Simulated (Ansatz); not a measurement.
Defect migration in monoclinic ZrO2: Y-vacancy pair (Y on one host Zr site, one O site vacant), charge state +1. The step: one O atom jumps into the vacancy from a nearby O site (Y-vacancy distance between ideal sites 2.06 → 3.84 Å); the atom moves 2.32 Å along (-0.02, -0.12, -0.42) of the unit cell; the moving atom starts with neighbours O at 2.59, O at 2.65; Zr at 2.07, Zr at 2.08, Zr at 2.25 Å and ends with O at 2.49; Y at 2.22; Zr at 2.06, Zr at 2.08 Å. DFT values are from Ansatz (plane-wave PAW, 420 eV unless said) in a cell of 96 host sites, spin-restricted, static, with no finite-size correction. The charge state is imposed; whether it is stable for some Fermi level was not computed. Forms of the defect that were not tried may lie lower. The start lies 0.067 eV above the lowest site run (PBE). For the PBE band: the saddle point's order was not checked.

```json
[
 {"Level": "CHGNet universal potential (has no charge state), its own band", "Forward barrier (eV)": "0.42", "Cost of the band or of the saddle's single point": "-"},
 {"Level": "PBE, the Γ point alone, band relaxed", "Forward barrier (eV)": "0.56", "Cost of the band or of the saddle's single point": "around 19 core-minutes (rough)"},
 {"Level": "PBE, a 2×2×2 k-point mesh shifted by half a step, same geometries", "Forward barrier (eV)": "0.56", "Cost of the band or of the saddle's single point": "around 6 core-minutes (rough)"},
 {"Level": "r2SCAN at 500 eV, the Γ point alone, same geometries", "Forward barrier (eV)": "…", "Cost of the band or of the saddle's single point": "roughly 90 core-seconds"}
]
```

Task: Some entries are withheld; supply them.

Result: 
- r2SCAN at 500 eV, the Γ point alone, same geometries, Forward barrier (eV): 0.60

Ansatz is a first-principles code.
